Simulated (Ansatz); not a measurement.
Levels about the gap of amorphous IGZO (In₁₀Ga₁₀Zn₅O₃₅) (60 atoms in a cell of 759 Å³, 5.98 g/cm³; zone centre alone, so wide bands show as single levels with stretches between that a denser mesh fills), at the geometry that PBE relaxed, where it gives 0.1 GPa on a denser mesh. The participation number counts the atoms over which a state spreads; weights are charges in smoothed Voronoi cells. The levels come from a single point, so bond lengths are those of that geometry. Method of the levels: PBE, scalar-relativistic without spin-orbit coupling (Ansatz, a quantum-chemistry and plane-wave program). Sampling: the zone centre alone; Fermi-Dirac width 0.02 eV; no spin polarisation. At PBE the levels at the filled edge of the gap are localised (band-tail or defect states).

It comes from a melt-quench run on a machine-learned potential (CHGNet), relaxed afterwards by DFT. O atoms were pushed apart under 1.9 Å during the dynamics, to hinder bonds among them. The hot cell started wider than the set density and was brought back towards it in steps. It is the lowest in DFT energy of 2 quenches. It is a model cell: composition and starting density were chosen by hand, and all elements were melted together. No dispersion term was used. Its density started from a set value of 5.93 and ended at 5.98 g/cm³. The simulated quench (nominally 190 K/ps over its main leg) is rapid and tends to freeze in more defects than a deposited or slowly cooled glass has. Values belong to this one cell and scatter from quench to quench. The volume was free in the relaxation, at fixed shape. Stress components on the final sampling reach 2.2 GPa.

```tsv
E - E(highest filled), eV	filling	participation number	largest on	weight O	weight In	weight Ga	weight Zn
-0.32	filled	20.1	O, 4 neighbours	0.89	0.03	0.02	0.06
-0.27	filled	11.2	O, 4 neighbours	0.89	0.02	0.02	0.08
-0.25	filled	23.2	O, 3 neighbours	0.87	0.03	0.02	0.08
-0.22	filled	10.8	O, 3 neighbours	0.91	0.02	0.02	0.04
-0.16	filled	6.7	O, 3 neighbours	0.93	0.02	0.02	0.03
-0.12	filled	12.4	O, 2 neighbours	0.90	0.02	0.02	0.06
0.00	filled	10.0	O, 4 neighbours	0.84	0.02	0.01	0.13
0.80	empty	54.6	In, 5 neighbours	0.52	0.26	0.14	0.08
3.63	empty	28.5	In, 5 neighbours	0.59	0.31	0.06	0.03
3.75	empty	30.3	In, 5 neighbours	0.58	0.34	0.06	0.02
3.80	empty	37.0	In, 5 neighbours	0.58	0.31	0.06	0.04
4.02	empty	32.5	In, 5 neighbours	0.58	0.30	0.07	0.06
4.20	empty	28.7	In, 5 neighbours	0.59	0.30	0.08	0.03
4.31	empty	35.6	In, 5 neighbours	0.54	0.27	0.14	0.05
```

Most localised among these is the filled level at -0.16 eV, on a O atom, which has 3 neighbours (Ga 1.91 Å, Zn 2.08 Å, In 2.12 Å).
